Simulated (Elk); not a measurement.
Band structure of Re₃Tc (P6_3/mmc, 8 atoms in the cell).

```yaml
crystal:
  lattice:
    - [5.47758, 0.00000, 0.00000]
    - [-2.73879, 4.74372, 0.00000]
    - [0.00000, 0.00000, 4.42934]
  atoms:
    - { symbol: Tc, position: [0.33333, 0.66667, 0.75000] }
    - { symbol: Tc, position: [0.66667, 0.33333, 0.25000] }
    - { symbol: Re, position: [0.16651, 0.33303, 0.25000] }
    - { symbol: Re, position: [0.83349, 0.66697, 0.75000] }
    - { symbol: Re, position: [0.83349, 0.16651, 0.75000] }
    - { symbol: Re, position: [0.16651, 0.83349, 0.25000] }
    - { symbol: Re, position: [0.66697, 0.83349, 0.25000] }
    - { symbol: Re, position: [0.33303, 0.16651, 0.75000] }
```

Level of theory: PBEsol, all-electron FP-LAPW, Elk's shipped species files, default APW+lo basis (Elk).

Settings: xctype = 22; stype = 0; swidth = 0.00734986 Ha; ngridk = 4 4 5; maxscl = 100.

The starting cell comes from a database of computed structures (which also holds hypothetical and non-ambient phases and stackings), without a prior relaxation at this level. Its lattice was rescaled by a random factor within 2.5 % of one. Spin-orbit coupling is off. Spin polarisation is off. Values depend on the basis (sphere radii, cutoffs, local orbitals), which need not be converged.

Levels in eV from the Fermi level, bands 99 to 106:
```csv
point,99,100,101,102,103,104,105,106
Γ,-0.77,-0.68,-0.55,-0.54,0.17,0.18,0.89,3.23
M,-0.77,-0.76,-0.60,-0.60,0.46,0.49,0.64,0.66
K,-0.48,-0.33,-0.32,-0.04,0.26,0.27,0.30,1.44
A,0.51,0.51,1.05,1.05,1.18,1.18,1.19,1.19
L,-0.34,-0.34,-0.29,-0.29,-0.19,-0.18,-0.17,-0.16
H,-0.15,-0.15,-0.12,-0.12,-0.08,-0.08,0.06,0.06
```

Bands cross the Fermi level along this path, so the cell is metallic at this level.
